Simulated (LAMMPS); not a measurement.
Liquid films of Cr at 2510 K.

Models:
- EAM-type FeCr.cdeam: classical MD, pair style eam/cd, file FeCr.cdeam (LAMMPS); Stukowski, Sadigh, Erhart and Caro, Model Simul Mater Sci Eng, 7, 075005 (2009)
- MEAM MoCoNiVFeAlCr_2nn.meam: classical MD, pair style meam, file MoCoNiVFeAlCr_2nn.meam (LAMMPS); Wang, J., Kwon, H., Kim, H.S. et al. A neural network model for high entropy alloy design. npj Comput Mater 9, 60 (2023).
- MEAM library.meam-Cr: classical MD, pair style meam, file library.meam (library.meam-Cr) (LAMMPS); Baskes, Phys Rev B, 46, 2727-2742 (1992)

| potential | surface tension | excess energy | rough cost (ms per atom and simulated ps) |
|---|---|---|---|
| EAM-type FeCr.cdeam | 1.09 ± 0.06 N/m | 2.0 J/m² | 0.3 to 1 |
| MEAM MoCoNiVFeAlCr_2nn.meam | 1.25 ± 0.03 N/m | 2.0 J/m² | 3 to 10 |
| MEAM library.meam-Cr | 0.12 ± 0.01 N/m | 0.22 J/m² | 1 to 3 |

Costs are rough: whole-run CPU time with set-up and analysis, from shared machines, in bands a factor of about three wide.

Caution: the potential MEAM library.meam-Cr is a first-neighbour MEAM set with a 4 Å cutoff, used here without a parameter file and away from the static properties it was fitted to.

Errors shown are sampling errors alone.
